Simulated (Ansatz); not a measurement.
The parent structure is ZnF$_{2}$ in the rutile structure (space group P4_2/mnm, No. 136; a = 4.801 Å, c = 3.175 Å).

Computed with PBE/PAW in Ansatz (a quantum-chemistry and plane-wave program), no spin-orbit coupling.

One change was made to it. Results:

```tsv
quantity	base	after
lattice parameter a	4.801 Å	4.648 Å
width of the top valence band	1.09 eV	1.33 eV
```

Task: What was done to the base?
(A) pressure 9 GPa
(B) pressure 22.5 GPa
(C) pressure −1 GPa
(D) pressure 0.9 GPa
(E) pressure 2.1 GPa

Result: A, pressure 9 GPa. For comparison, the lattice parameter a in the other runs: pressure −1 GPa gives 4.824 Å; pressure 22.5 GPa gives 4.495 Å; pressure 2.1 GPa gives 4.758 Å; pressure 0.9 GPa gives 4.782 Å.

The levels and masses belong to the bands next to the band gap. Load acts through the strain it causes; cell and atoms are relaxed under it. No phonon test of stability was made. No other phases were tried under pressure.
